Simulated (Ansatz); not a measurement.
**Effect of pressure 0.7 GPa on Na**

Take Na in the hcp (Mg type) structure (space group P6_3/mmc, No. 194; a = 3.718 Å, c = 6.075 Å) as the base.

Now apply this change: cell and atoms relaxed at a pressure of 0.7 GPa.

The values are results of PBEsol, PAW, 420 eV (Ansatz, a first-principles code; scalar-relativistic without spin-orbit coupling), not measurements. Settings: 14×14×8 k-points, 0.05 eV Fermi–Dirac smearing.

The volume per atom drops by 2.77 Å³, from 36.37 Å³ to 33.60 Å³ and the density goes up by 0.09 g/cm³, from 1.05 g/cm³ to 1.14 g/cm³. The lattice parameter a shrinks by 0.097 Å, from 3.718 Å to 3.621 Å and the shortest interatomic distance falls by 0.097 Å to 3.621 Å. The enthalpy H = E + PV relative to the base's energy is +0.15 eV/atom and the band gap stays zero.

Final structure:

```yaml
crystal:
  lattice:
    - [3.62140, 0.00000, 0.00000]
    - [-1.81070, 3.13623, 0.00000]
    - [0.00000, 0.00000, 5.91676]
  atoms:
    - { symbol: Na, position: [0.33333, 0.66667, 0.25000] }
    - { symbol: Na, position: [0.66667, 0.33333, 0.75000] }
```

Load acts through the strain it causes; cell and atoms are relaxed under it. Whether these cells are dynamically stable was not tested. This is not the structure that Na has at room temperature and ambient pressure.
